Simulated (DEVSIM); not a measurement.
**CdS/CdTe n-p heterojunction**

Device: CdS/CdTe n-p heterojunction, at 300 K.

```csv
layer (left to right),material,thickness (μm),Nd (cm⁻³),Na (cm⁻³),τn (s),τp (s)
1,CdS,2.50,2.3e17,-,2e-9,2e-9
2,CdTe,0.230,-,1.7e16,2e-9,2e-9
```

Left contact: ohmic. Right contact: ohmic. Voltage is applied to the left contact. Recombination: SRH at mid-gap, radiative, Auger. Mobility is constant in doping.

The device is made up for the run: typed textbook-type constants, with dimensions and the other settings drawn at random. Values at 300 K.

```csv
parameter,CdS,CdTe
gap (eV),2.4,1.5
affinity (eV),4.3,4.28
permittivity,9,10.2
Nc (cm⁻³),2.2e18,8e17
Nv (cm⁻³),1.8e19,1.8e19
μn (cm²/Vs),300,1000
μp (cm²/Vs),25,80
B (cm³/s),1e-10,1e-10
Cn (cm⁶/s),1e-30,1e-30
Cp (cm⁶/s),1e-30,1e-30
```

DEVSIM, 1D drift-diffusion, Boltzmann statistics, complete ionisation; no tunnelling, impact ionisation, image-force lowering or self-heating. Band offsets follow the typed affinities; no thermionic-emission limit at abrupt steps, no polarisation charge.

| Item | Result |
|---|---|
| Potential step across the device at zero bias | 1.242 V |
| Largest field in the device at zero bias | 93000 V/cm |
| Dark forward voltage at 1 A/cm² | 0.995 V |
| Dark forward voltage at 100 A/cm² | 1.127 V |

Small-signal capacitance in reverse bias (quasi-static):

| V (V) | C (nF/cm²) |
|---|---|
| 0.04 | 36.0 |
| 0.1 | 35.9 |
| 0.2 | 35.6 |
| 0.3 | 35.4 |
| 0.4 | 35.2 |
| 0.6 | 34.8 |
| 0.8 | 34.5 |
| 1 | 34.2 |
| 1.3 | 33.8 |
| 1.6 | 33.4 |
| 2 | 32.9 |

Dark reverse current:

```json
[
 {"V (V)": "0.04", "J (A/cm²)": "3.9e-11"},
 {"V (V)": "0.10", "J (A/cm²)": "7.9e-11"},
 {"V (V)": "0.20", "J (A/cm²)": "1.3e-10"},
 {"V (V)": "0.30", "J (A/cm²)": "1.8e-10"},
 {"V (V)": "0.40", "J (A/cm²)": "2.2e-10"},
 {"V (V)": "0.60", "J (A/cm²)": "3.0e-10"},
 {"V (V)": "0.80", "J (A/cm²)": "3.6e-10"},
 {"V (V)": "1.00", "J (A/cm²)": "4.1e-10"},
 {"V (V)": "1.30", "J (A/cm²)": "4.8e-10"},
 {"V (V)": "1.60", "J (A/cm²)": "5.3e-10"},
 {"V (V)": "2.00", "J (A/cm²)": "5.9e-10"}
]
```
